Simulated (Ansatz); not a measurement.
Reference: ScSi (Cmcm), PBEsol, DFPT electron-phonon coupling, linearised Boltzmann equation (plane waves, PAW, scalar-relativistic; Ansatz, a program for electronic structure); geometry: relaxed with this functional, without spin-orbit coupling.

Space group Cmcm (No. 63); a = 3.9479 Å, b = 9.8275 Å, c = 3.6358 Å, α = β = γ = 90.00°

| atom | site | symmetry | x | y | z |
|---|---|---|---|---|---|
| Sc | 4c | m2m | 0.0000 | 0.1392 | 0.2500 |
| Si | 4c | m2m | 0.0000 | 0.4186 | 0.2500 |
(The calculation used a cell of 4 atoms; values per cell refer to that cell.)

resistivity at 300 K: 27 μΩ·cm
mean free path at 300 K: 9.2 nm
electron-phonon coupling λ: 0.22
logarithmic mean phonon energy: 28 meV

**Question.** Swap Si for Ge, keeping the structure type. How do these values move?

**Answer.** ScGe (Cmcm): volume per atom 17.6 to 18.6 Å³; resistivity at 300 K rises (27 μΩ·cm to 32 μΩ·cm); mean free path at 300 K falls (9.2 nm to 8.7 nm); electron-phonon coupling λ rises (0.22 to 0.24); logarithmic mean phonon energy falls (28 meV to 20 meV).

Moves up to 5 % count as about the same. Metals; harmonic phonons alone scatter; means over directions. The mean free path is weighted by the current that each state carries. Halving the electron mesh moves these values by up to 4 %; q meshes are mostly untested. Some of the runs warned that the eigensolver left states short of its tolerance. Spin-orbit coupling is left out.

Computed structure with no diffraction record at hand here (it may be known, metastable or hypothetical): ScSi (Cmcm).
